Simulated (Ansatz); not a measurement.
The starting structures come from a database of crystals and need not be the phases stable at ambient conditions.

Consider the following.

```
NaPS3
1.0
    6.73970     0.00000     0.00000
    0.03495     9.13255     0.00000
    0.00000     0.00000     7.89050
Na P S
4 4 12
Direct
  0.71310   0.70930   0.51360
  0.28690   0.29070   0.48640
  0.28690   0.29070   0.01360
  0.71310   0.70930   0.98640
  0.21260   0.61230   0.75000
  0.78740   0.38770   0.25000
  0.32300   0.92340   0.75000
  0.67700   0.07660   0.25000
  0.76540   0.22830   0.05150
  0.23460   0.77170   0.94850
  0.23460   0.77170   0.55150
  0.76540   0.22830   0.44850
  0.61730   0.95110   0.75000
  0.38270   0.04890   0.25000
  0.45020   0.47970   0.75000
  0.54980   0.52030   0.25000
  0.14500   0.09640   0.75000
  0.85500   0.90360   0.25000
  0.94880   0.51370   0.75000
  0.05120   0.48630   0.25000
```

Space group of this cell: P2_1/m. The cell is taken as given; by r2SCAN its mean pressure is -1.2 GPa.

Transport runs along the normal of the first two printed cell vectors.

The gap is the functional's own. No spin-orbit coupling. Mid-gap values are interpolated on the energy grid.

**Question.** Give the band gap and the smallest decay constant κ at mid-gap that Ansatz (an electronic-structure program) with r2SCAN yields.

**Answer.** Gap 2.30 eV on a 6×4×4 mesh; κ = 0.331 1/Å, at the zone centre.
